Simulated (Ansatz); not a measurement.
The starting structures come from a database of crystals and need not be the phases stable at ambient conditions.

By PBEsol, the system below comes out a metal.

The ballistic (Sharvin) conductance counts the channels at the Fermi level: G/A = (e²/h) × channels of both spins per area.

Input:

```yaml
crystal:
  lattice:
    - [2.92831, 0.00000, 0.00000]
    - [0.00000, 2.92831, 0.00000]
    - [0.00000, 0.00000, 2.98807]
  atoms:
    - { symbol: Ti, position: [0.50000, 0.50000, 0.50000] }
    - { symbol: Ni, position: [0.00000, 0.00000, 0.00000] }
```

Space group of this cell: P4/mmm. The cell is strained (lengths across the current scaled by 0.98, ions clamped); by PBEsol its mean pressure is 4.2 GPa.

The current flows along the normal of the first two printed cell vectors, the (001) (indices of the unstrained crystal) plane of the conventional cell. No spin-orbit coupling; the value is a mean over 0.1 eV about the Fermi level.

**Question.** Predict the ballistic conductance per area from PBEsol (Ansatz, a program for electronic structure).

**Answer.** 1.4 × 10¹⁵ S/m² for both spins.
